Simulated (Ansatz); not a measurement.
Consider SnS$_{2}$ in the 2H-MoS2 type structure (space group P6_3/mmc, No. 194; a = 3.589 Å, c = 11.889 Å; a hypothetical phase, not in the database extracts checked; layered, stacked along the Cartesian z axis). Axes: x lies along a and z along c of the hexagonal cell.

All numbers come from plane-wave PAW DFT at the PBE-D3(BJ) level (Ansatz, a quantum-chemistry and plane-wave program, 420 eV), no spin-orbit coupling.

Base values:

| Item | Value |
|---|---|
| Pressure | 0.0 GPa |

Now apply this change: the cell is compressed by 0.92 % along z with no lateral relaxation; the atoms relax in the strained cell.

### Question
How does this affect the energy relative to the base, pressure and largest internal atomic displacement?

### Answer
The energy hardly moves; the pressure (mean of the normal stresses, compression positive) goes from zero to 0.2 GPa; the largest internal atomic displacement comes out as 0.015 Å.

Stability against distortions was not tested. All final runs are without spin polarisation.
